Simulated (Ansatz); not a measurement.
Functionals compared on the (201) surface of beta tin in its 1x1 cell, outermost plane spacing 0.55 Å in the ideal cut, in Ansatz (plane waves, PAW). The structure was relaxed with PBE; the other rows are single points on it. Cutoff 420 eV (500 eV for r2SCAN).

Slab: 20 atoms, 10.4 Å thick at the start (thin: gaps and levels are the slab's own); k 7x5x1, smearing 0.1 eV, dipole-corrected; all atoms relaxed; start symmetry kept, larger cells not searched; no spin, no spin-orbit, no U. These notes are the PBE run's.

| functional | work function of the top face (eV) | rough cost of the single point |
|---|---|---|
| PBE | 4.08 | – |
| LDA | 4.35 | very roughly 4 core-minutes |
| PBEsol | 4.16 | very roughly 5 core-minutes |
| RPBE | 3.97 | roughly 5 core-minutes |
| r2SCAN | 4.21 | about 10 core-minutes (a rough figure) |

Ansatz is a quantum-chemistry and plane-wave program.
